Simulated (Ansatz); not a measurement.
Consider CuAu (space group P4/mmm, No. 123; a = 2.8129 Å, c = 3.5930 Å; relaxed with 0.1 eV smearing). Axes: x, y, z lie along a, b, c of the conventional cell.

Calculations: plane-wave PAW DFT at the PBEsol level (Ansatz, an electronic-structure program, 420 eV), scalar-relativistic without spin-orbit coupling.

Before the change:

Pressure: 0.0 GPa

Now apply this change: biaxial strain −2.50 %, plane normal [001], relaxed out of plane (Cartesian); in-plane vectors clamped, the third vector and the atoms free.

How does this affect the ratio −ε⊥/ε∥ and pressure?

The ratio −ε⊥/ε∥ is 1.69; the pressure (mean of the normal stresses, compression positive) goes from zero to 2.1 GPa.

Stability against distortions was not tested. All final runs are without spin polarisation.
